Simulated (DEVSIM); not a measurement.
Device: illuminated Si n-on-p cell, one wavelength, at 350 K.

Layer 1 from the left is Si, thickness (μm) 0.380, Nd (cm⁻³) 6.5e17, τn (s) 1.9e-6, τp (s) 6.6e-7, absorption coefficient (cm⁻¹) 61000. Layer 2 from the left is Si, thickness (μm) 180, Na (cm⁻³) 1.5e17, τn (s) 3e-5, τp (s) 3e-5, absorption coefficient (cm⁻¹) 61000.

Left contact: ohmic, minority hole recombination velocity 9000 cm/s. Right contact: ohmic, minority electron recombination velocity 10 cm/s. Voltage is applied to the left contact. Recombination: SRH at mid-gap, radiative, Auger. Gap narrowing is on: ΔEg = 6.92 meV × (l + √(l² + 0.5)), l = ln(N/1.3e17 cm⁻³), shared equally by both band edges. Light enters at the left, 2.7e18 photons cm⁻² s⁻¹, one pass, no reflection. Mobility is μmin + (μ − μmin)/(1 + (N/Nref)^α).

Constants are typed, rounded textbook-type inputs, not results; the design itself was drawn at random and stands for no fabricated device. Values at 300 K; Nc and Nv go as T^1.5, mobilities as T to minus their exponent, the gap by Varshni's rule with the affinity fixed.

Si: gap (eV) 1.124, affinity (eV) 4.05, permittivity 11.7, Nc (cm⁻³) 2.86e19, Nv (cm⁻³) 3.1e19, μn (cm²/Vs) 1417, μp (cm²/Vs) 470, μn,min 52, μp,min 45, Nref,n 9.7e16, Nref,p 2.2e17, αn 0.68, αp 0.72, T exponent of μn 2.3, T exponent of μp 2.2, B (cm³/s) 4.7e-15, Cn (cm⁶/s) 2.8e-31, Cp (cm⁶/s) 9.9e-32, Varshni α (eV/K) 0.000473, Varshni β (K) 636.

Model (solved in DEVSIM): 1D drift-diffusion, Boltzmann statistics, complete ionisation; no tunnelling, impact ionisation, image-force lowering or self-heating.

Dark forward current:

| |V| (V) | |J| (A/cm²) |
|---|---|
| 0.05 | 4.414e-9 |
| 0.10 | 2.370e-8 |
| 0.15 | 1.167e-7 |
| 0.20 | 5.858e-7 |
| 0.25 | 3.001e-6 |
| 0.30 | 1.556e-5 |
| 0.35 | 8.116e-5 |
| 0.40 | 0.0004246 |
| 0.45 | 0.002224 |
| 0.50 | 0.01165 |
| 0.55 | 0.06077 |
| 0.60 | 0.3104 |
| 0.65 | 1.445 |
| 0.70 | 5.229 |
| 0.75 | 13.75 |
| 0.80 | 30.11 |
| 0.85 | 61.40 |
| 0.90 | 114.8 |
| 0.95 | 191.4 |
| 1.00 | 288.6 |
| 1.05 | 403.5 |
| 1.10 | 533.6 |
| 1.15 | 677.2 |
| 1.20 | 832.9 |
| 1.25 | 999.4 |
| 1.30 | 1176 |

Question: Work out the local ideality factor n = ΔV / (kT/q · ln(J2/J1)) between the rows 0.15 and 0.20 V, 0.45 and 0.50 V, 1.25 and 1.30 V.

Answer: kT/q = 30.16 mV. From 0.15 to 0.20 V: ln(5.858e-7/1.167e-7) = 1.613, n = 1.03, near the 1 of diffusion or emission over a barrier. From 0.45 to 0.50 V: ln(0.01165/0.002224) = 1.656, n = 1.00, near the 1 of diffusion or emission over a barrier. From 1.25 to 1.30 V: ln(1176/999.4) = 0.163, n = 10.19.

Question: What current could the absorbed light give at most, and what share is collected?

Answer: Σ αd = 1100, so qΦ(1 − exp(−Σ αd)) = 433 mA/cm². The simulated short-circuit current is 412.2 mA/cm², a share of 0.95.

Question: Estimate the open-circuit voltage by superposition: the voltage at which the dark current equals that short-circuit current.

Answer: Interpolating ln J in the table gives 0.609 V. The simulation gives 0.608 V, the same within the digits that matter. Superposition holds where collection doesn't change with voltage.

Question: Estimate the fill factor from FF0 = (v − ln(v + 0.72))/(v + 1), v = qVoc/(nkT), with n from the dark curve.

Answer: The rows about Voc, 0.60 and 0.65 V, give n = 1.08, so v = 18.7 and FF0 = 0.799. The simulation gives 0.806, the same within the digits that matter.
